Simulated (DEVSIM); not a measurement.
System: abrupt In0.53Ga0.47As n-p junction, at 300 K.

```csv
layer (left to right),material,thickness (μm),Nd (cm⁻³),Na (cm⁻³),τn (s),τp (s)
1,In0.53Ga0.47As,1.00,3.1e16,-,9.4e-10,9.4e-10
2,In0.53Ga0.47As,5.70,-,2.1e16,9.4e-10,9.4e-10
```

Left contact: ohmic. Right contact: ohmic. Voltage is applied to the left contact. Recombination: SRH at mid-gap, radiative. Mobility is constant in doping.

This is a model device: material constants are rounded textbook-type values typed into the input, and sizes, dopings and lifetimes were drawn at random. Values at 300 K.

| parameter | In0.53Ga0.47As |
|---|---|
| gap (eV) | 0.74 |
| affinity (eV) | 4.51 |
| permittivity | 13.9 |
| Nc (cm⁻³) | 2.1e17 |
| Nv (cm⁻³) | 7.7e18 |
| μn (cm²/Vs) | 12000 |
| μp (cm²/Vs) | 300 |
| B (cm³/s) | 9.6e-11 |

Model (solved in DEVSIM): 1D drift-diffusion, Boltzmann statistics, complete ionisation; no tunnelling, impact ionisation, image-force lowering or self-heating.

The doping Na of layer 2 was swept, all else fixed.

```csv
doping Na of layer 2 (cm^-3),largest field in the device at zero bias (V/cm),dark forward voltage at 1 A/cm² (V),potential step across the device at zero bias (V),dark forward voltage at 100 A/cm² (V)
6.3e14,11000,0.234,0.447,0.471
2.1e15,16000,0.262,0.478,0.445
6.3e15,25000,0.290,0.507,0.443
2.1e16,40000,0.319,0.538,0.455
6.3e16,53000,0.342,0.566,0.473
2.1e17,62000,0.359,0.597,0.489
6.3e17,71000,0.367,0.626,0.498
```

From the first row to the last the largest field in the device at zero bias goes from 11000 to 71000. From the first row to the last the dark forward voltage at 1 A/cm² goes from 0.234 to 0.367.
